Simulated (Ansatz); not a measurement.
The reference is YN in the rock salt structure (space group Fm-3m, No. 225; a = 4.906 Å).

(Cell as relaxed with PBE.)

Levels (all Ansatz, a program for electronic structure, PAW): PBE (420 eV, no spin-orbit coupling); PBEsol (420 eV, without spin-orbit coupling).

Each level relaxes its own structure.

| base | PBE | PBEsol |
|---|---|---|
| volume per atom | 14.76 Å³ | 14.31 Å³ |
| lattice parameter a | 4.906 Å | 4.856 Å |
| band gap | 0.21 eV | 0.08 eV |

Perturbation: a hydrostatic pressure of 7.5 GPa.

| quantity | PBE | PBEsol |
|---|---|---|
| band gap | 0.14 eV | zero |
| shortest interatomic distance | 2.418 Å | 2.396 Å |

They disagree on the band gap; PBE's shortest interatomic distance lies 0.022 Å above PBEsol's (0.9 %). Neither level is exact; PBEsol is the comparison here, not a measurement.

The mesh was chosen for an insulator and is coarse for the gapless case. Load acts through the strain it causes; cell and atoms are relaxed under it. Stability against distortions was not tested. Competing high-pressure phases were not computed. The base started in P3_121 and relaxed to Fm-3m at this level. All final runs are without spin polarisation. A zero or small gap of YN can be the functional's error rather than a property of the material.
